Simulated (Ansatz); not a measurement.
**A computed series for hypothetical I4_132 B: pressure series**

The parent structure is B (space group I4_132, No. 214; a = 4.6529 Å; a hypothetical phase, not in the database extracts checked).

Cell and atoms are relaxed at each pressure.

Level of theory: PBE/PAW in Ansatz (an electronic-structure program), scalar-relativistic without spin-orbit coupling.

Two rows of this table had their results exchanged by mistake.

```csv
pressure,volume per atom (Å³),shortest distance (Å),band gap
pressure −2 GPa,12.84,1.656,1.48 eV
pressure −1 GPa,12.71,1.650,1.48 eV
pressure 0.3 GPa,12.56,1.644,1.48 eV
pressure 0.7 GPa,12.51,1.642,1.48 eV
pressure 1.5 GPa,12.42,1.638,1.48 eV
pressure 3 GPa,11.61,1.601,1.47 eV
pressure 5 GPa,12.06,1.622,1.48 eV
pressure 7.5 GPa,11.83,1.611,1.47 eV
pressure 10 GPa,12.26,1.631,1.48 eV
```

**Question.** Which two?

**Answer.** The rows for pressure 3 GPa and pressure 10 GPa: the volume has to fall steadily with pressure, so 12.26 Å³ belongs to pressure 3 GPa and 11.61 Å³ to pressure 10 GPa.

Load acts through the strain it causes; cell and atoms are relaxed under it. No phonon test of stability was made. Competing high-pressure phases were not computed.
